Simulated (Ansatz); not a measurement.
This Ansatz (a first-principles code) input is the reference run, W in the bcc (W type) structure (space group Im-3m, No. 229), computed with r2SCAN/PAW in Ansatz, scalar-relativistic without spin-orbit coupling:

Ansatz 0.2 input:
```yaml
crystal:
  lattice:
    - [-1.5846393545, 1.5846393545, 1.5846393545]
    - [1.5846393545, -1.5846393545, 1.5846393545]
    - [1.5846393545, 1.5846393545, -1.5846393545]
  atoms:
    - { symbol: W, position: [0, 0, 0] }
basis: { ecutwfc: 500, ecutrho_ratio: 4, xc_grid: 4, fft_grid_basis: typed }
kpoints: { mp_grid: { grid: [21, 21, 21] } }
hamiltonian:
  xc: r2scan
  dispersion: none
  pseudopotentials: { kind: paw }
scf: { occupations: { method: fermi_dirac, width: 0.05 }, convergence: { dr2_threshold: 0.0000000001 } }
output: { forces: true, stress: true }
checkpoint: { write: state.ck, write_every: 1000 }
```

Task: Write the input for this change: tensile biaxial strain of 0.25 % in the plane normal to [001], as in epitaxy on a mismatched substrate; the out-of-plane cell vector and the atoms relax.

Result: 
Ansatz 0.2 input:
```yaml
crystal:
  lattice:
    - [3.1772019058, 0, 0]
    - [0, 3.1772019058, 0]
    - [1.5886009529, -1.5886009529, 1.5826585553]
  atoms:
    - { symbol: W, position: [0, 0, 0] }
basis: { ecutwfc: 500, ecutrho_ratio: 4, xc_grid: 4, fft_grid_basis: typed }
kpoints: { mp_grid: { grid: [21, 21, 21] } }
hamiltonian:
  xc: r2scan
  dispersion: none
  pseudopotentials: { kind: paw }
scf: { occupations: { method: fermi_dirac, width: 0.05 } }
relax: { f_tol: 0.005, max_steps: 50, cell: { stress_tol: 0.01, fix: [a, b, gamma] } }
output: { forces: true, stress: true }
checkpoint: { write: state.ck, write_every: 1000 }
```
This is the input that was run; other choices of cell and start would serve too.

Without a gap, meshes like the base's 21×21×21 leave anisotropic stresses uncertain by several tenths of a GPa, and small strain energies with them. Whether these cells are dynamically stable was not tested. All final runs are without spin polarisation.
